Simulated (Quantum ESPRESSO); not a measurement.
A short convergence ladder for MnTlCl₃ (P4mm, 5 atoms in the cell)

```
MnTlCl3
1.0
    5.04392     0.00000     0.00000
    0.00000     5.04392     0.00000
    0.00000     0.00000     5.04392
Mn Tl Cl
1 1 3
Cartesian
  2.52196   2.52196   2.57196
  0.00000   0.00000   0.00000
  0.00000   2.52196   2.52196
  2.52196   0.00000   2.52196
  2.52196   2.52196   0.00000
```
Moments meant for the start (each program seeds them in its own way; μB, in the order of the atoms Mn Tl Cl Cl Cl): 4.0 0.0 0.0 0.0 0.0.

Base method: PBEsol, PseudoDojo standard norm-conserving (PBESOL) pseudopotentials (plane waves; Quantum ESPRESSO 7.5).

Base settings: ecutwfc = 100 Ry; occupations = smearing; smearing = fermi-dirac; degauss = 0.000734986 Ry; nspin = 2; potentials = {Mn: Mn.upf, Tl: Tl.upf, Cl: Cl.upf}; K_POINTS = automatic 2 2 2 0 0 0; conv_thr = 1e-10 Ry; mixing_beta = 0.2.

The count of work is k-points × plane waves × bands × iterations; it is no time. 

**The plane-wave cutoff**

The second cell is the first with its lattice scaled by 0.98.

The mesh stays at the base's, so the ladder's end is converged at best in this setting alone.

Only quantities that move along the ladder and can be compared are tabulated; the gap is left out on so coarse a mesh.

```csv
ecutwfc,free energy less the last step's (meV/atom),energy of the compressed cell less the first (meV/atom),pressure (GPa),largest difference of a force vector from the last step's (eV/Å),count of work / last
35 Ry,8351.65,-121.32,-129.34,0.069,0.17
45 Ry,2799.59,73.36,-61.58,0.054,0.16
100 Ry,0.23,-3.31,-1.48,0.000,0.44
175 Ry,0.00,-3.31,-1.48,0.000,1.0
```

Coarsest ecutwfc that holds the pressure within 0.2 GPa of the last step, with all finer ones: 100 Ry, at 0.44 of the last step's count of work; the step before is off by 60 GPa.

Coarsest ecutwfc that holds the forces within 0.005 eV/Å of the last step, with all finer ones: 100 Ry, at 0.44 of the last step's count of work; the step before is off by 0.054 eV/Å.

Coarsest ecutwfc that holds the free energy within 0.5 meV/atom of the last step, with all finer ones: 100 Ry, at 0.44 of the last step's count of work; the step before is off by 2800 meV/atom.

At the lowest cutoff the pressure lies 128 GPa under the last step's, the usual sign of Pulay stress in an incomplete plane-wave basis.

On the base run: the starting cell comes from a database of computed structures (which also holds hypothetical and non-ambient phases and stackings), without a prior relaxation at this level. Its lattice was rescaled by up to half a per cent. One atom was moved a little off its site on purpose. With one magnetic atom in the cell only a parallel order is possible.
